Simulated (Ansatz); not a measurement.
BN (Imm2), r2SCAN, rigid bands (Ansatz, an electronic-structure program): Condition of this run: uniaxial stress along [110] of 9 GPa (compression positive) (the target of the relaxation). band gap 4.92 eV, N_c = 1.39e19 cm⁻³ and N_v = 2.49e19 cm⁻³ at 300 K, conductivity masses along x (a = (-0.01, 1.79, 1.81) Å; b = (1.79, -0.01, 1.81) Å; c = (1.79, 1.79, 0.00) Å) of 0.440 mₑ (electrons) and 0.625 mₑ (holes). Take k_BT = 0.02585 eV.

Q: Find the intrinsic carrier density and the intrinsic Fermi level.

A: n_i = √(N_c N_v) exp(−E_g/2k_BT) = 1.86e19 × exp(−95.16) = 8.8e-23 cm⁻³. The level lies (k_BT/2) ln(N_v/N_c) = 8 meV from mid-gap (positive towards the conduction band). Each 0.1 eV added to the gap lowers n_i by a factor of 6.9.

Q: What thermal injection velocity √(2k_BT/πm) limits a ballistic channel along the direction named?

A: 8.11e6 cm/s for electrons and 6.81e6 cm/s for holes, a ratio of √(m_h/m_e) = 1.19, for dilute carriers.

Q: A film of it is 2 nm thick, with its normal along the direction named. Estimate the confinement energies in an infinite well.

A: ħ²π²/(2m t²) = 0.376 eV·nm²/(m/mₑ × t²) gives 214 meV for electrons and 150 meV for holes, so the gap would widen to about 5.28 eV. Finite barriers and nonparabolic bands lower this, and with several valleys or bands the heaviest mass along the normal sets the lowest level, not this average.

Rigid, parabolic bands with the computed gap; masses take one relaxation time for all states. Spin-orbit coupling is left out. Geometry: cell and atoms relaxed with PBEsol.
